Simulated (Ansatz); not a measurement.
**ScAl3, response to strain**

The reference is ScAl₃ in the Cu3Au type structure (space group Pm-3m, No. 221; a = 4.072 Å; relaxed with 0.1 eV smearing). Axes: x, y, z lie along the cube axes.

Strains are applied to the cell and any free atomic positions relax; under biaxial strain the out-of-plane vector relaxes too.

All numbers come from PBEsol (Ansatz, a first-principles code), scalar-relativistic without spin-orbit coupling.

Notes on the quantities. energy relative to the base: free energy F.

| biaxial strain, plane normal [001], relaxed out of plane (%) | energy relative to the base (meV/atom) |
|---|---|
| -3 | 22.0 |
| -2.4 | 13.9 |
| -1.8 | 7.7 |
| -1.2 | ? |
| -0.6 | 0.8 |
| 0 | 0.0 |

Fit ΔE = Aε² + Bε³ (ε in %) to the rows shown and predict the withheld row.

Least squares on the printed values gives A = 2.28 and B = -0.056 meV/atom (largest residual 0.0 meV/atom); this predicts 3.4 meV/atom, and the run gives 3.3 meV/atom, in agreement.

Whether these cells are dynamically stable was not tested. All final runs are without spin polarisation.
